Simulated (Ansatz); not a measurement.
# W5Si3 (I4/mcm, No. 140, 16 atoms in the cell; start mp-31219)

All values below come from LDA in Ansatz (PAW).

Settings: plane-wave cutoff 500 eV, 10×10×10 k mesh, Fermi–Dirac smearing 0.05 eV, no spin polarisation, scalar-relativistic PAW data made under PBE.

Cell (relaxed at this level):

```cif
data_Si6W10
_chemical_formula_sum 'Si6 W10'
_space_group_name_H-M_alt 'P 1'
_space_group_IT_number 1
_cell_length_a 7.17938
_cell_length_b 7.17938
_cell_length_c 7.17938
_cell_angle_alpha 96.682
_cell_angle_beta 96.682
_cell_angle_gamma 140.109
loop_
_space_group_symop_operation_xyz
  'x, y, z'
loop_
_atom_site_label
_atom_site_type_symbol
_atom_site_fract_x
_atom_site_fract_y
_atom_site_fract_z
_atom_site_occupancy
Si1 Si 0.25000 0.25000 0.00000 1
Si2 Si 0.75000 0.75000 0.00000 1
Si3 Si 0.66825 0.83175 0.50000 1
Si4 Si 0.33175 0.16825 0.50000 1
Si5 Si 0.83175 0.33175 0.16350 1
Si6 Si 0.16825 0.66825 0.83650 1
W1 W 0.27580 0.42487 0.70067 1
W2 W 0.72420 0.57513 0.29933 1
W3 W 0.42487 0.72420 0.14906 1
W4 W 0.57513 0.27580 0.85094 1
W5 W 0.22420 0.92487 0.14906 1
W6 W 0.77580 0.07513 0.85094 1
W7 W 0.07513 0.22420 0.29933 1
W8 W 0.92487 0.77580 0.70067 1
W9 W 0.25000 0.75000 0.50000 1
W10 W 0.75000 0.25000 0.50000 1
```

```yaml
band_gap: none
```

Note: the relaxation could not lower the start's symmetry, so the cell can be a saddle point above a distorted one.

Spin–orbit coupling is not included.

Computed values are for the static lattice.

Computing time: roughly 9 core-minutes.

A start named mp-… is a Materials Project structure, which need not be a measured phase.

Ansatz is a first-principles code.
